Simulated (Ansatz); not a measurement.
MoGe (model structure, started from the MnP type, Pnma, No. 62, 8 atoms in the cell): equilibrium volume per atom by level of theory

No measured value is used here.

```json
[
 {"level (code)": "PBE (Ansatz)", "value (Å³/atom)": "…"},
 {"level (code)": "PBEsol (Ansatz)", "value (Å³/atom)": "15.81"},
 {"level (code)": "PBE-D3(BJ) (Ansatz)", "value (Å³/atom)": "15.84"}
]
```

Task: Complete the blanks.

Result: 
- PBE (Ansatz, a program for electronic structure), value (Å³/atom): 16.34

Ansatz's density-functional and Hartree–Fock values are scalar-relativistic unless marked +SOC, with PAW data made under PBE.

A model structure was made by putting elements into a prototype or built by hand; it is no filed structure, need not be a known phase, and can be a saddle point held by its symmetry.
